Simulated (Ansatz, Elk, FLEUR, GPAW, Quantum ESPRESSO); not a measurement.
# One structure in several programs: Cr3Ni (I4/mmm, 4 atoms in the cell)

Self-consistent single point.

```xyz
4
Lattice="-1.7912 1.7912 3.5694 1.7912 -1.7912 3.5694 1.7912 1.7912 -3.5694" Properties=species:S:1:pos:R:3 pbc="T T T"
Cr     0.0000     0.0000     3.5694
Cr     0.0000     1.7912     1.7847
Cr     1.7912     0.0000     1.7847
Ni     0.0000     0.0000     0.0000
```
Moments meant for the start (each program seeds them in its own way; μB, in the order of the atoms Cr Cr Cr Ni): 3.0 0.0 0.0 0.0.

All programs got the same cell, k-point mesh and kind of occupations, and the same starting moments (in Ansatz's words: kpoints.mp_grid.grid = 7 7 7; magnetization.spin_polarized = true; scf.occupations.method = gaussian; scf.occupations.width = 0.272 eV); potentials, basis and cutoffs are each program's usual ones.

| code | model | pressure (GPa) | size of the net moment (μB/atom) | cutoff |
|---|---|---|---|---|
| FLEUR | PBEsol, all-electron FLAPW (FLEUR), scalar-relativistic valence | – | 0.09 | Kmax 3.5 1/bohr |
| Ansatz | PBEsol, PAW files made with PBE | -8.74 | 0.10 | default |
| GPAW | PBEsol, GPAW PAW datasets PBEsol (made by gpaw-setup) | -8.23 | 0.11 | 800 eV |
| Elk | PBEsol, all-electron FP-LAPW, Elk's shipped species files, APW+lo basis with extra local orbitals | – | 0.07 | rgkmax 7.5 |
| Quantum ESPRESSO | PBEsol, GBRV 1.5 ultrasoft (PBESOL) pseudopotentials | -8.71 | 0.10 | 50 Ry |

A dash marks a value that a program does not give, or that is left out as unsure.

The spread over the programs that give each value: pressure within 0.51 GPa; size of the net moment within 0.04 μB/atom.

The starting cell comes from a database of computed structures (which also holds hypothetical and non-ambient phases and stackings), without a prior relaxation at this level. Its lattice was rescaled by a random factor within 2.5 % of one. On Ansatz's run: The moments shrank to a small part of their start, a low-spin state that need not be the lowest. In the base run, with a pressure of about -9 GPa the cell is away from its equilibrium volume at this level.

Question: Why do the programs differ, and what cannot be compared?

Answer: Differences of this kind can come from the potentials, where these differ, and from what each basis and cutoff leave unconverged. The valence holds different numbers of electrons (FLEUR 58, Ansatz (a program for electronic structure) 60, GPAW 34, Quantum ESPRESSO 60). The zero of total energies and Fermi levels follows the potentials and each program's conventions, so they are not compared here. FLEUR and Elk treat all electrons, but the usual bases taken here (sphere radii, linearisation, local orbitals, empty states) were not tested for convergence, so the values are no reference for the others. Ansatz's pressure is given at a fixed set of plane waves, as the other plane-wave codes print theirs; with its correction for the finite basis it is -8.68 GPa. Site moments depend on each program's spheres or projections; the total moment of the cell does not.

Left out of this page: ABINIT (stopped by limits of time or memory); SIESTA (unsound by tests on forces, stress, charge or solver warnings).

Keys are those of Ansatz 0.2.
